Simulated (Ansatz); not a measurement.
Consider interstitial Cu in 4H silicon carbide, charge state +1. These are PBE, PAW (plane waves to 420 eV; Ansatz, a quantum-chemistry and plane-wave program) values and carry that method's errors.

Cell of 72 host sites held at the relaxed PBE lattice; the Γ point alone; Fermi-Dirac width 0.01 eV, spin-restricted; finite-size errors left in. Static, classical nuclei. The charge state is imposed; whether it is stable for some Fermi level was not computed. Sites that were not tried may lie lower.

Barriers: single points on a 2×2×2 k-point mesh shifted by half a step along c at the bands' geometries (they differ from the bands' own by up to 0.15 eV, and are uncertain by about as much).

The step: one Cu atom jumps by itself. Atoms about the jump, Cartesian Å from the middle of the jump, before and after:

| atom | x0 | y0 | z0 | x1 | y1 | z1 |
|---|---|---|---|---|---|---|
| Cu1 | 0.00 | 0.00 | -1.29 | 0.00 | 0.00 | 1.29 |
| C2 | -1.60 | -0.93 | -0.60 | -1.56 | -0.90 | -0.66 |
| C3 | 0.00 | 1.85 | -0.60 | 0.00 | 1.80 | -0.66 |
| C4 | 1.60 | -0.93 | -0.60 | 1.56 | -0.90 | -0.66 |
| Si5 | -1.63 | 0.94 | 0.07 | -1.61 | 0.93 | -0.09 |
| Si6 | 0.00 | -1.88 | 0.07 | 0.00 | -1.86 | -0.09 |
| Si7 | 1.63 | 0.94 | 0.07 | 1.61 | 0.93 | -0.09 |
| C8 | -1.55 | 0.90 | 1.94 | -1.60 | 0.92 | 1.94 |
| C9 | 0.00 | -1.79 | 1.94 | 0.00 | -1.85 | 1.94 |
| C10 | 1.55 | 0.90 | 1.94 | 1.60 | 0.92 | 1.94 |
| Si11 | -1.56 | -0.90 | 2.53 | -1.63 | -0.94 | 2.60 |
| Si12 | 0.00 | 1.80 | 2.53 | 0.00 | 1.89 | 2.60 |
| Si13 | 1.56 | -0.90 | 2.53 | 1.63 | -0.94 | 2.60 |
| Si14 | -1.62 | -0.94 | -2.62 | -1.55 | -0.90 | -2.56 |
| Si15 | 0.00 | 1.88 | -2.62 | 0.00 | 1.79 | -2.56 |
| Si16 | 1.62 | -0.94 | -2.62 | 1.55 | -0.90 | -2.56 |
| C17 | 0.00 | 0.00 | -3.26 | 0.00 | 0.00 | -3.16 |

### Question
Give the saddle-point geometry and the barrier.

### Answer

| atom | x | y | z |
|---|---|---|---|
| Cu1 | 0.00 | 0.00 | 0.03 |
| C2 | -1.61 | -0.93 | -0.66 |
| C3 | 0.00 | 1.86 | -0.66 |
| C4 | 1.61 | -0.93 | -0.66 |
| Si5 | -1.76 | 1.02 | 0.02 |
| Si6 | 0.00 | -2.03 | 0.02 |
| Si7 | 1.76 | 1.02 | 0.02 |
| C8 | -1.58 | 0.91 | 1.92 |
| C9 | 0.00 | -1.82 | 1.92 |
| C10 | 1.57 | 0.91 | 1.92 |
| Si11 | -1.56 | -0.90 | 2.53 |
| Si12 | 0.00 | 1.81 | 2.53 |
| Si13 | 1.56 | -0.90 | 2.53 |
| Si14 | -1.56 | -0.90 | -2.56 |
| Si15 | 0.00 | 1.80 | -2.56 |
| Si16 | 1.56 | -0.90 | -2.56 |
| C17 | 0.00 | 0.00 | -3.15 |
It lies 1.71 eV above the start and 1.41 eV above the end. The saddle point's order was not checked, and it lies on a symmetry element of the cell, where a band can be held.
